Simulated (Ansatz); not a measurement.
Si (diamond structure), cut as (110) film, 3 layers, monofluoride, F-ended; geometry relaxed with PBE. The relaxation kept the symmetry of its start, so a lower minimum of less symmetry isn't excluded. The in-plane lattice is held at the bulk value. With PBE run with Ansatz (a first-principles code) the gap on the k-mesh of the run is 0.99 eV. k-points: Γ-centred 5×7×1 mesh; occupations: Fermi-Dirac, 0.020 eV; spin polarisation not allowed. Scalar-relativistic, no spin-orbit coupling.

**Question.** What gap does HSE06 (Ansatz) give on the same geometry and mesh?

**Answer.** 1.68 eV, wider by 0.69 eV.
